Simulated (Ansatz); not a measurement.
# A computed series for SiC: response to strain

Start from SiC in the zinc blende structure (space group F-43m, No. 216; a = 4.357 Å).

Strains are applied to the cell and any free atomic positions relax.

Level of theory: DFT with PBEsol, PAW potentials and a 420 eV plane-wave cutoff in Ansatz (a quantum-chemistry and plane-wave program), no spin-orbit coupling.

Notes on the quantities. energy relative to the base: free energy F.

```json
[
 {"isotropic strain (%)": "-3", "energy relative to the base (meV/atom)": "63.1"},
 {"isotropic strain (%)": "-2", "energy relative to the base (meV/atom)": "27.2"},
 {"isotropic strain (%)": "-1", "energy relative to the base (meV/atom)": "6.6"},
 {"isotropic strain (%)": "-0.5", "energy relative to the base (meV/atom)": "1.6"},
 {"isotropic strain (%)": "0", "energy relative to the base (meV/atom)": "0.0"},
 {"isotropic strain (%)": "0.5", "energy relative to the base (meV/atom)": "1.6"},
 {"isotropic strain (%)": "1.5", "energy relative to the base (meV/atom)": "?"},
 {"isotropic strain (%)": "2", "energy relative to the base (meV/atom)": "24.3"},
 {"isotropic strain (%)": "2.5", "energy relative to the base (meV/atom)": "37.5"}
]
```

Fit ΔE = Aε² + Bε³ (ε in %) to the rows shown and predict the withheld row.

Least squares on the printed values gives A = 6.45 and B = -0.18 meV/atom (largest residual 0.1 meV/atom); this predicts 13.9 meV/atom, and the run gives 13.9 meV/atom, in agreement.

Stability against distortions was not tested.
